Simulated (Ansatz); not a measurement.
```
CELL_PARAMETERS angstrom
      5.75944     0.00000     0.00000
      2.87972     4.98782     0.00000
      2.87972    -1.66261     2.32900
ATOMIC_POSITIONS crystal
  K  0.00000 0.00000 0.00000
  Zn 0.00000 0.50000 0.50000
  F  0.50000 0.00000 0.00000
  F  0.00000 0.50000 0.00000
  F  0.50000 0.50000 0.00000
```

No spin polarisation.

All numbers come from Kohn–Sham DFT with the PBEsol functional, run in Ansatz (a program for electronic structure) with PAW and 420 eV plane waves, spin-orbit coupling left out. Settings: 8×8×8 k-points, 0.05 eV Fermi–Dirac smearing.

**Question.** Predict the electron mass and gap character.

**Answer.** 
```json
{
 "electron_mass": "0.44 mₑ (at Γ)",
 "gap_character": "indirect, T → Γ"
}
```

The cells carry an imposed strain or load. Masses are band curvatures over ±0.01 Å⁻¹ around the edge. Stability against distortions was not tested. The cell was made from KZnF3 in the cubic perovskite structure (space group Pm-3m, No. 221) by this change: biaxial strain +0.50 %, plane normal [111], relaxed out of plane. Many cubic perovskites are stable only at high temperature; tilts and polar distortions were not tested.
